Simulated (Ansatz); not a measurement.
Cell and atoms of amorphous Si$_{24}$O$_{48}$NaCl:

```xyz
74
Lattice="10.4329 0.0000 0.0000 0.0000 10.4329 0.0000 0.0000 0.0000 10.4329" Properties=species:S:1:pos:R:3 pbc="T T T"
Si     9.5767     5.0379     4.5604
Si     9.3550     5.3989     1.5936
Si     9.8337     0.1061     1.6053
Si     3.5398     3.4601     1.0230
Si     5.4252     5.5501     7.5864
Si     0.4273     7.9461     0.7803
Si     0.7230     0.7769     6.5363
Si     1.3962     3.6865     5.8950
Si     8.5217     9.9218     7.8953
Si     3.2377     0.1981     8.1524
Si     6.8645     0.5448     1.7819
Si     7.4355     2.0322     9.4745
Si     3.0416     9.4710     0.5120
Si    10.1587     7.2863     8.4153
Si     5.8167     8.6278     8.0949
Si     0.6596     2.7257     1.3290
Si     1.2026     6.3998     6.0829
Si     4.6543     2.8553     8.7372
Si     3.7824     5.3235     5.0233
Si     4.1284     1.1220     2.7033
Si     8.2006     5.0297     9.2463
Si     5.1892     5.4285     2.1384
Si     5.7551     8.2061     0.6132
Si     1.4162     0.8438     3.5661
O      3.6618     1.7793     8.0071
O      5.7517     6.9055     1.5542
O     10.1239     4.0072     1.2954
O      2.7066     6.5440     5.4528
O      0.7095     7.3002     9.7266
O      3.8106     5.0706     1.1247
O      2.5564    10.2351     9.5950
O      1.8986     8.5185     1.1811
O      6.8189     5.3355     8.4132
O      8.8528     5.2752     3.1341
O      6.9253     1.6094     0.5391
O      3.6735     0.1749     1.4504
O      9.6960     0.2012     6.9937
O      3.0335     0.6550     3.8493
O      6.4662     8.2628     9.5647
O      8.1681     0.6701     8.9555
O      4.1757     8.3679     0.1470
O      2.0095    10.3721     7.1073
O      9.3562     5.8599     8.4011
O      9.1944     8.5713     8.5054
O      6.1819     2.3634     8.4632
O      1.2100     4.9673     6.9039
O     10.3985     6.3998     4.9945
O      6.3999     9.4693     1.3782
O      8.3730     3.3914     9.3707
O      5.1014     5.2407     6.0181
O      4.5668     9.6893     7.9638
O     10.3840     6.6927     1.6837
O      1.9876     3.2086     0.5169
O      9.7580     9.1538     0.7315
O      5.1349     7.1752     7.6626
O      4.3929     4.4602     8.3407
O      0.2641     3.8488     4.7028
O      0.7892     7.5074     7.1905
O      0.6422     0.6463     4.9443
O      4.3414     5.7050     3.5654
O      3.8013     2.6800     2.4168
O      5.7417     0.9577     2.9235
O      0.6102    10.1993     2.6469
O      7.0860     9.3261     7.2685
O      8.4043     0.4101     2.3422
O      1.0584     2.3697     6.7940
O     10.3065     1.4128     0.7072
O      8.3193     5.6466     0.3431
O      6.2286     4.2877     2.0761
O      4.4289     2.7384    10.3207
O      1.1290     2.2733     2.8290
O      2.9002     3.9049     5.2215
Na     2.9341     6.3005     9.8412
Cl     8.0574     4.4589     5.7731
```

All values below come from PBE, scalar-relativistic without spin-orbit coupling (plane waves to 420 eV, PAW; Ansatz, a program for electronic structure).

A CHGNet melt-quench gave the starting glass, which DFT then relaxed. Anions were pushed apart under 1.9 Å during the dynamics, to hinder bonds among them. The hot cell started wider than the set density and was brought back towards it in steps. It is the lowest in DFT energy of 2 quenches. It is a model cell: composition and starting density were chosen by hand, and all elements were melted together. No dispersion term was used. Its density started from a set value of 2.21 and ended at 2.19 g/cm³. The quench (nominally 320 K/ps over its main leg) was far faster than any real one, so the model tends to hold more defects than a real film. Values belong to this one cell and scatter from quench to quench. The volume was free in the relaxation, at fixed shape. Stress components on the final sampling reach 2.9 GPa.

Cut-offs for bonds: Si-Si 2.60 Å, Si-O 1.90 Å, Si-Na 3.05 Å, Si-Cl 2.56 Å, O-O 1.58 Å, O-Na 2.78 Å, O-Cl 2.02 Å, Na-Na 3.65 Å, Na-Cl 3.22 Å, Cl-Cl 2.45 Å. Two cations that share two anions don't count as bonded, nor two that share one unless they lie closer than Si-Si 2.38 Å, Si-Na 2.96 Å, Na-Na 3.55 Å.

Problem. Give the coordination numbers, mean bond lengths and angles.

Solution. 
| Item | Value |
|---|---|
| Mean coordination of Si by anions | 4.00 (24 with 4) |
| Mean coordination of O | 2.04 (1 with 1, 44 with 2, 3 with 3) |
| Mean coordination of Na by anions | 3.00 (1 with 3) |
| Mean coordination of Cl | 1.00 (1 with 1) |
| Mean Si-O bond | 1.639 Å (spread 0.024 Å, 95 counted) |
| Mean O-Na bond | 2.417 Å (spread 0.098 Å, 3 counted) |
| Bond angle at Si | mean 109.5°, spread 6.2° |
| Bond angle at O | mean 135.8°, spread 15.7° |

Problem. Which atoms depart from the most common coordination of their element?

Solution. O29 has 3 (Si14 1.64 Å, Si6 1.65 Å, Na73 2.44 Å); O30 has 3 (Si4 1.64 Å, Si22 1.75 Å, Na73 2.29 Å); O41 has 3 (Si13 1.62 Å, Si23 1.65 Å, Na73 2.52 Å); O69 has 1 (Si22 1.54 Å).

Problem. List the pairs of like atoms that count as bonded by the rules above.

Solution. There are none by these rules.
